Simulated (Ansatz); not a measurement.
Structures of equal composition on the (000-1) surface of wurtzite GaN (N plane on top): 2x2 Al adatom at H3; 2x2 Al adatom at T4. The slabs share one bottom face, and each structure is named by its start. These are constructed structures in small cells; real faces may alloy, dewet or reconstruct in larger ones, and not all known structures of the face are among them. Slabs of about 14 Å with all that they carry, Fermi-Dirac smearing of 0.025 eV. Bottom of the slabs: H caps. Relaxed from the named starts with such symmetry as they have, on meshes of like density; energies extrapolated to zero smearing; no spin-orbit coupling, no U. Spin-polarised runs, if any, are marked in brackets, and their order is one that fits the cell; the others ran without spin. Where a second, spin-polarised start was run, the lower counts.

Host crystal: wurtzite GaN, with a band gap (PBE, scalar-relativistic without spin-orbit coupling).

Method: PBE (plane waves to 420 eV, PAW; Ansatz, a first-principles code).

Order them by energy per 1x1 cell (lowest first) at the level PBE.

2x2 Al adatom at H3 (0.000 eV, gap 1.13 eV on the mesh), 2x2 Al adatom at T4 (0.310 eV (3 Al–N bonds formed), gap 0.65 eV on the mesh)
